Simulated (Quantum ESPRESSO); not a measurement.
Troubleshooting Quantum ESPRESSO: a failed run on MnAu2 (I4/mmm, 3 atoms in the cell). The aim is a self-consistent single point with DFT, LDA (PZ), plane waves, GBRV 1.5 ultrasoft (LDA) pseudopotentials.

The input file:

```fortran
&control
  calculation = 'scf'
  prefix = 'pwscf'
  outdir = './work'
  pseudo_dir = './'
  tprnfor = .true.
  tstress = .true.
/
&system
  ibrav = 0
  celldm(1) = 9.430462042
  nat = 3
  ntyp = 1
  ecutwfc = 50
  ecutrho = 400
  occupations = 'smearing'
  smearing = 'gaussian'
  degauss = 0.0073499
  nspin = 2
  starting_magnetization(1) = 0.267
/
&electrons
  conv_thr = 1.0e-11
  mixing_beta = 0.5
/
ATOMIC_SPECIES
Mn    54.9380  mn_lda_v1.5.uspp.F.UPF
Au   196.9666  au_lda_v1.uspp.F.UPF
ATOMIC_POSITIONS alat
Mn    0.000000000    0.000000000    0.000000000
Au    0.000000000    0.000000000    1.158506439
Au    0.000000000    0.000000000    0.595929130
K_POINTS automatic
9 9 9  0 0 0
CELL_PARAMETERS alat
  -0.339476773     0.339476773     0.877217784
   0.339476773    -0.339476773     0.877217784
   0.339476773     0.339476773    -0.877217784
```

Output, abridged:

```
     This program is part of the open-source Quantum ESPRESSO suite
     for quantum simulation of materials; please cite

Warning: card AU   196.9666  AU_LDA_V1.USPP.F.UPF ignored

 %%%%%%%%%%%%%%%%%%%%%%%%%%%%%%%%%%%%%%%%%%%%%%%%%%%%%%%%%%%%%%%%%%%%%%%%%%%%%%
     Error in routine read_cards (2):
     species Au in ATOMIC_POSITIONS is nonexistent
 %%%%%%%%%%%%%%%%%%%%%%%%%%%%%%%%%%%%%%%%%%%%%%%%%%%%%%%%%%%%%%%%%%%%%%%%%%%%%%

     stopping ...
```

From the messages shown, name the fault and mend the input.

The fault is a species count that does not match the list of species. The number of species decides how many lines of the species card are read. To fix it, make the count match the list. The program stopped before any SCF iteration.

An input that runs soundly differs in these lines (not the only fix; some lines may just follow from the change or write a value another way):
```diff
-  ntyp = 1
+  ntyp = 2
```

With that input, the run converged in 16 iterations: free energy E − TS -6000.2602 eV; Fermi level (on the code's own zero) 14.49 eV; pressure -11.30 GPa; largest force (vector length) 0.012 eV/Å; size of the cell's spin moment 4.02 μB (DFT, LDA (PZ), plane waves, GBRV 1.5 ultrasoft (LDA) pseudopotentials).

On the sound input: the starting cell comes from a database of computed structures (which also holds hypothetical and non-ambient phases and stackings), without a prior relaxation at this level. With one magnetic atom in the cell only a parallel order is possible. With a pressure of about -11 GPa the cell is away from its equilibrium volume at this level.
